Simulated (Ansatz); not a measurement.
Take WSe2 (space group Fm-3m, No. 225; a = 6.2657 Å; ferromagnetic; a hypothetical phase, not in the database extracts checked) as the base.

Structures relaxed with Kohn–Sham DFT with the PBE functional, run in Ansatz (an electronic-structure program) with PAW and 420 eV plane waves, no spin-orbit coupling, earlier PAW set.

Base:

Simulated powder pattern, Mo Kα, λ = 0.71073 Å (kinematic, ideal powder, no thermal factors, no anomalous dispersion; the 10 strongest lines at most, above 2 %, up to 2θ = 40°):

```csv
2θ (°),I/Imax (%),hkl
11.28,65,(111)
18.46,100,(220)
21.68,38,(311)
26.23,19,(400)
28.63,17,(331)
32.26,40,(422)
34.28,13,(511)
37.43,13,(440)
39.21,13,(531)
```

One thing is altered: full substitution Se → Ge, then cell and atoms are relaxed.

After the change:

Simulated powder pattern, Mo Kα, λ = 0.71073 Å (kinematic, ideal powder, no thermal factors, no anomalous dispersion; the 10 strongest lines at most, above 2 %, up to 2θ = 40°):

| 2θ (°) | d (Å) | I/Imax (%) | hkl |
|---|---|---|---|
| 11.53 | 3.537 | 68 | (111) |
| 18.88 | 2.166 | 100 | (220) |
| 22.18 | 1.847 | 40 | (311) |
| 26.83 | 1.532 | 19 | (400) |
| 29.29 | 1.406 | 18 | (331) |
| 33.01 | 1.251 | 39 | (422) |
| 35.08 | 1.179 | 14 | (511) |
| 38.31 | 1.083 | 12 | (440) |

The indices refer to each structure's own conventional cell; one index is shown for lines that coincide.

The magnetic state is the one reached from the starting moments; the real material's order can differ, and small cells can't hold many antiferromagnetic ones. Stability against distortions was not tested. As relaxed here, WGe2 is a hypothetical phase, not in the database extracts checked. Spin-polarised in the final run: base; the other runs are not. WGe2 has a high density of states at the Fermi level and may be magnetic at this level.
